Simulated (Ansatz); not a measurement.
Worked example: self-consistent single point of Pb (Fm-3m, 1 atom in the cell) in Ansatz (a first-principles code).

Method: PBE (plane waves, PAW; Ansatz).

```yaml
crystal:
  lattice:
    - [0.00000, 2.46758, 2.46758]
    - [2.46758, 0.00000, 2.46758]
    - [2.46758, 2.46758, 0.00000]
  atoms:
    - { symbol: Pb, position: [0.00000, 0.00000, 0.00000] }
```

Reference input (self-consistent single point, DFT, PBE, plane waves, default PAW files): basis.ecutwfc = 420 eV; kpoints.mp_grid.grid = 12 12 12; hamiltonian.xc = pbe; hamiltonian.pseudopotentials = {kind: paw} (the program's default PAW files); scf.occupations.method = gaussian; scf.occupations.width = 0.1 eV. This run's input differs from it in these lines:

Ansatz 0.2 input:
```diff
@@ -10,3 +10,3 @@
 kpoints:
-  mp_grid: { grid: [12, 12, 12] }
+  mp_grid: { grid: [34, 34, 34] }
 hamiltonian:
```

The program printed (abridged):

```
SCF iter   1: F=—  HF=-11906.400133 eV  |F-HF|=—  |Δ(HF+E_count)|=         —  Δρ=5.00e-4  dr2=5.56e-5  ethr=1.77e-3  ⟨swp⟩=5.6  Hψ=77223  notcnv=0
all-band conjugate gradients solve this SCF's bands
preconditioner: auto → none
SCF iter   2: F=—  HF=-11906.399734 eV  |F-HF|=—  |Δ(HF+E_count)|=   3.99e-4  Δρ=4.71e-4  dr2=3.47e-5  ethr=3.97e-7  ⟨swp⟩=2.7  Hψ=31003  notcnv=0
SCF iter   3: F=—  HF=-11906.399743 eV  |F-HF|=—  |Δ(HF+E_count)|=   8.60e-6  Δρ=1.23e-4  dr2=2.87e-6  ethr=2.48e-7  ⟨swp⟩=2.1  Hψ=18910  notcnv=0
SCF iter   4: F=—  HF=-11906.399745 eV  |F-HF|=—  |Δ(HF+E_count)|=   2.42e-6  Δρ=3.28e-5  dr2=3.20e-7  ethr=2.05e-8  ⟨swp⟩=2.0  Hψ=13221  notcnv=0
iter 5 did not close the SCF: its close was put off for the readings that it lacked (scf_convergence_deferred on its scf_iter line)
SCF iter   5: F=-11906.399745 eV  HF=-11906.399745 eV  |F-HF|=1.25e-8  |Δ(HF+E_count)|=   1.40e-7  Δρ=6.89e-6  dr2=1.14e-8  ethr=2.29e-9  ⟨swp⟩=2.1  Hψ=18135  notcnv=0
SCF iter   6: F=-11906.399745 eV  HF=-11906.399745 eV  |F-HF|=3.17e-10  |Δ(HF+E_count)|=   5.41e-9  Δρ=1.01e-6  dr2=2.44e-10  ethr=8.12e-11  ⟨swp⟩=3.5  Hψ=52342  notcnv=0
SCF 1 converged in 6 iterations: F = -11906.399745 eV  dr2 = 2.44e-10
Free energy (F): -11906.399745 eV
Internal energy: -11906.397131 eV  (E = F + TS)
E sigma→0 (E₀):  -11906.398438 eV
Entropy (-TS):   -0.002614 eV (-2.614 meV/atom)
Fermi energy:    11.141468 eV
--- Forces (eV/Å), atoms counted from 1 ---
  atom   1  Pb    -0.00000000     0.00000000     0.00000000
--- Stress (GPa, compression-positive) ---
        2.885526      -0.000000      -0.000000
       -0.000000       2.885526      -0.000000
       -0.000000       0.000000       2.885526
  P = ⅓ Tr σ = 2.8855 GPa (28.855 kbar)
  The stress holds the Pulay correction. Without it, at fixed plane waves, as pw.x and ABINIT print it: P = 2.8622 GPa
```

The run converged in 6 iterations. Against the reference run the free energy drops by 14.4 meV/atom and the pressure goes from 3.15 to 2.89 GPa.

The starting cell has typed, rounded lattice constants, without a prior relaxation at this level. Its lattice was rescaled by up to half a per cent. Ansatz's pressure includes its estimate of the finite-basis (Pulay) stress.
